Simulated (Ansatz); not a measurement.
## Double-hcp La

Calculation: PBE (plane waves, PAW; Ansatz, a first-principles code).

Numerical settings: plane-wave cutoff 520 eV, 18×18×6 k mesh (along the axes of the cell as run), Fermi–Dirac smearing 0.033 eV (set by the program), scalar-relativistic PAW data made under PBE.

Cell (measured lattice):

La is taken in the hexagonal space group P6₃/mmc (No. 194), Pearson symbol hP4. Cell: a = b = 3.7700 Å, c = 12.1300 Å, α = β = 90.00°, γ = 120.00°. La1 on 2a sees 12 La at 3.733–3.770 Å and 6 La at 5.305 Å. La2 on 2c is surrounded by 12 La at 3.733–3.770 Å and 6 La at 5.305 Å. (Neighbours: up to the widest gap in distance over summed covalent radii, below 1.35, at either atom.)

- elastic constant C11 = 49.2 GPa
- elastic constant C12 = 15.1 GPa
- elastic constant C13 = 9.97 GPa
- elastic constant C33 = 52.4 GPa
- elastic constant C44 = 14.7 GPa
- elastic constant C66 = 17.1 GPa
- Voigt–Reuss–Hill bulk modulus = 24.6 GPa
- polycrystal shear modulus (Hill average) = 16.8 GPa
- Young modulus = 41.1 GPa
- Poisson ratio = 0.221

Note: the cell isn't this level's own, so it is under some stress, which shifts stiffness and frequencies.

Elastic constants are with the ions relaxed.

Spin–orbit coupling is not included.
